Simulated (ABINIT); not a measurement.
A self-consistent single point of CsSiI₃ (R3m, 5 atoms in the cell) with ABINIT

Method: LDA (PW92), PAW (JTH v2.0 LDA PAW) (plane waves; ABINIT 10.0.3).

Input as run:

```
# CsSiI3, JTH v2.0 LDA PAW
pp_dirpath "./"
pseudos "Cs.LDA_PW-JTH.xml, Si.LDA_PW-JTH.xml, I.LDA_PW-JTH.xml"
acell 3*1.0 Angstrom
rprim
         4.2423050574    2.4492959669    3.6911700000
        -4.2423050574    2.4492959669    3.6911700000
        -0.0000000000   -4.8985919337    3.6911700000
natom 5
ntypat 3
znucl 55 14 53
typat 1 2 3 3 3
xred
         0.0010100000    0.0010100000    0.0010100000
         0.4626600000    0.4626600000    0.4626600000
         0.5018750000    0.5018750000    0.0293900000
         0.0293900000    0.5018750000    0.5018750000
         0.5018750000    0.0293900000    0.5018750000
ecut 21
pawecutdg 42
pawxcdev 0
ixc 7
occopt 3
tsmear 0.00183747
nband 23
kptopt 1
ngkpt 4 4 4
nshiftk 1
shiftk 0 0 0
nstep 80
toldfe 1.0e-09
prtwf 0
prtden 0
enunit 1
```

Output, abridged:

```
 Symmetries : space group R3 m (#160); Bravais hR (rhombohedral)

 -outvars: echo values of preprocessed input variables --------
            acell      1.8897261329E+00  1.8897261329E+00  1.8897261329E+00 Bohr
             ecut      2.10000000E+01 Hartree
           enunit           1
              ixc           7
         kptrlatt        4    0    0      0    4    0      0    0    4
          kptrlen      4.63632290E+01
            natom           5
            nband          23
            ngfft          48      48      48
          ngfftdg          72      72      72
             nkpt          13
            nstep          80
             nsym           6
           ntypat           3
           occopt           3
        pawecutdg      4.20000000E+01 Hartree
         pawxcdev           0
            rprim      4.2423050574E+00  2.4492959669E+00  3.6911700000E+00
                      -4.2423050574E+00  2.4492959669E+00  3.6911700000E+00
                      -0.0000000000E+00 -4.8985919337E+00  3.6911700000E+00
          spgroup         160
           toldfe      1.00000000E-09 Hartree
           tsmear      1.83747000E-03 Hartree
            typat      1  2  3  3  3
           useylm           1
             xred      1.0100000000E-03  1.0100000000E-03  1.0100000000E-03
                       4.6266000000E-01  4.6266000000E-01  4.6266000000E-01
                       5.0187500000E-01  5.0187500000E-01  2.9390000000E-02
                       2.9390000000E-02  5.0187500000E-01  5.0187500000E-01
                       5.0187500000E-01  2.9390000000E-02  5.0187500000E-01
            znucl       55.00000   14.00000   53.00000

== DATASET  1 ==================================================================

 Exchange-correlation functional for the present dataset will be:
  LDA: Perdew-Wang 92 LSD fit to Ceperley-Alder data - ixc=7
 Citation for XC functional:
  J.P.Perdew and Y.Wang, PRB 45, 13244 (1992)

 Real(R)+Recip(G) space primitive vectors, cartesian coordinates (Bohr,Bohr^-1):
 R(1)=  8.0167947  4.6284986  6.9753004  G(1)=  0.0623691  0.0360088  0.0477877
 R(2)= -8.0167947  4.6284986  6.9753004  G(2)= -0.0623691  0.0360088  0.0477877
 R(3)=  0.0000000 -9.2569972  6.9753004  G(3)=  0.0000000 -0.0720176  0.0477877
 Unit cell volume ucvol=  1.5529414E+03 bohr^3
 Angles (23,13,12)=  8.75219025E+01  8.75219025E+01  8.75219025E+01 degrees

 Coarse grid specifications (used for wave-functions):

 getcut: wavevector=  0.0000  0.0000  0.0000  ngfft=  48  48  48
         ecut(hartree)=     21.000   => boxcut(ratio)=   2.00749

 Fine grid specifications (used for densities):

 getcut: wavevector=  0.0000  0.0000  0.0000  ngfft=  72  72  72
         ecut(hartree)=     42.000   => boxcut(ratio)=   2.12957

   1.03158201E+04                                ecore*ucvol(ha*bohr**3)

_setup2: Arith. and geom. avg. npw (full set) are    7136.766    7136.748

--- !BeginCycle
solver: {iscf: 17, nstep: 80, nline: 4, wfoptalg: 10, }
tolerances: {toldfe: 1.00E-09, }
...

     iter   Etot(hartree)      deltaE(h)  residm     nres2
 ETOT  1  -60.009673892990    -6.001E+01 1.886E-02 1.222E+00
 ETOT  2  -60.066799013620    -5.713E-02 2.786E-03 2.135E-01
 ETOT  3  -60.066158362781     6.407E-04 5.054E-04 2.114E-02
 ETOT  4  -60.066081654258     7.671E-05 2.336E-04 3.882E-03
 ETOT  5  -60.066049132205     3.252E-05 1.887E-04 9.238E-04
 ETOT  6  -60.066036319865     1.281E-05 2.824E-04 2.323E-04
   [... 5 lines left out ...]
 ETOT 12  -60.066032380902    -1.250E-08 1.234E-05 4.034E-09
 ETOT 13  -60.066032385794    -4.893E-09 3.131E-06 7.876E-10
 ETOT 14  -60.066032387722    -1.928E-09 5.607E-06 4.821E-10
 ETOT 15  -60.066032388496    -7.736E-10 1.878E-06 6.673E-11
 ETOT 16  -60.066032388808    -3.119E-10 3.338E-06 7.651E-11

 At SCF step   16, etot is converged :
  for the second time, diff in etot=  3.119E-10 < toldfe=  1.000E-09

 Cartesian components of stress tensor (hartree/bohr^3)
  sigma(1 1)=  6.31975803E-05  sigma(3 2)= -3.91991127E-14
  sigma(2 2)=  6.31975803E-05  sigma(3 1)=  0.00000000E+00
  sigma(3 3)=  6.11000666E-05  sigma(2 1)=  0.00000000E+00

 ----iterations are completed or convergence reached----

 reduced coordinates (array xred) for    5 atoms
       0.001010000000      0.001010000000      0.001010000000
       0.462660000000      0.462660000000      0.462660000000
       0.501875000000      0.501875000000      0.029390000000
       0.029390000000      0.501875000000      0.501875000000
       0.501875000000      0.029390000000      0.501875000000
 cartesian forces (eV/Angstrom) at end:
    1     -0.00000000000000    -0.00000000000000    -0.00062356312085
    2     -0.00000000000000    -0.00000000000000     0.02913424759374
    3     -0.00000000000000     0.01203315441815    -0.00950356149107
    4     -0.01042101741374    -0.00601657720907    -0.00950356149091
    5      0.01042101741374    -0.00601657720907    -0.00950356149091
 frms,max,avg= 1.0180166E-02 2.9134248E-02   0.000E+00  0.000E+00  1.128E-03 e/A
 length scales=  1.889726132886  1.889726132886  1.889726132886 bohr
              =  1.000000000000  1.000000000000  1.000000000000 angstroms
 Fermi (or HOMO) energy (eV) =  -1.67741   Average Vxc (eV)=  -7.90770
 Eigenvalues (   eV  ) for nkpt=  13  k points:
 kpt#   1, nband= 23, wtk=  0.01563, kpt=  0.0000  0.0000  0.0000 (reduced coord)
 -24.12751  -15.46768  -14.66681  -14.66681  -10.84791  -10.84791  -10.84297   -8.86706
  -6.54519   -6.54519   -5.73986   -4.34235   -4.34235   -4.03712   -3.99033   -3.99033
  -3.87978    0.07374    0.73302    0.99262    0.99262    1.27750    1.27750
 prteigrs : prtvol=0 or 1, do not print more k-points.

--- !EnergyTerms
comment             : Components of total free energy in Hartree
kinetic             :  1.69551262984237E+01
hartree             :  8.38709944459143E+00
xc                  : -2.73686693923591E+01
Ewald energy        : -4.94057827652882E+01
psp_core            :  6.64276201661603E+00
local_psp           : -2.10921304648083E+01
spherical_terms     :  5.81556139892495E+00
internal            : -6.00660334638995E+01
'-kT*entropy'       : -6.17467695131707E-07
total_energy        : -6.00660340813672E+01
total_energy_eV     : -1.63447991033593E+03
...

-Cartesian components of stress tensor (GPa)         [Pressure= -1.8388E+00 GPa]
- sigma(1 1)=  1.85933669E+00  sigma(3 2)= -1.15327752E-09
- sigma(2 2)=  1.85933669E+00  sigma(3 1)=  0.00000000E+00
- sigma(3 3)=  1.79762572E+00  sigma(2 1)=  0.00000000E+00

 Calculation completed.
```

The run converged in 16 iterations.

The starting cell comes from a database of computed structures (which also holds hypothetical and non-ambient phases and stackings), without a prior relaxation at this level.

Cost on one core of a shared machine: roughly 40 s.
